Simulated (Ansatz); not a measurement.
AlP (model structure, started from the BN type, Pm-3n, No. 223, 12 atoms in the cell)

Calculation: PBEsol in Ansatz (plane waves, PAW).

Numerical settings: plane-wave cutoff 520 eV, 6×6×6 k mesh, Fermi–Dirac smearing 0.01 eV, scalar-relativistic PAW data made under PBE.

Cell (relaxed at this level):

```cif
data_Al6P6
_chemical_formula_sum 'Al6 P6'
_space_group_name_H-M_alt 'Pm-3n'
_space_group_IT_number 223
_space_group_name_Hall '-P 4n 2 3'
_cell_length_a 6.72584
_cell_length_b 6.72584
_cell_length_c 6.72584
_cell_angle_alpha 90.000
_cell_angle_beta 90.000
_cell_angle_gamma 90.000
loop_
_atom_site_label
_atom_site_type_symbol
_atom_site_symmetry_multiplicity
_atom_site_Wyckoff_symbol
_atom_site_fract_x
_atom_site_fract_y
_atom_site_fract_z
_atom_site_occupancy
Al1 Al 6 c 0.00000 0.50000 0.25000 1
P1 P 6 d 0.00000 0.25000 0.50000 1
```

| Property | Value |
|---|---|
| band gap | 1.39 eV (on the SCF k mesh) |
| Γ–Γ gap | 1.62 eV |

Note: the relaxation could raise the start's symmetry but not lower it, so the cell can be a saddle point.

Computed values are for the static lattice.

A model structure was made by putting elements into a prototype or built by hand; it is no filed structure, need not be a known phase, and can be a saddle point held by its symmetry.

Ansatz is an electronic-structure program.
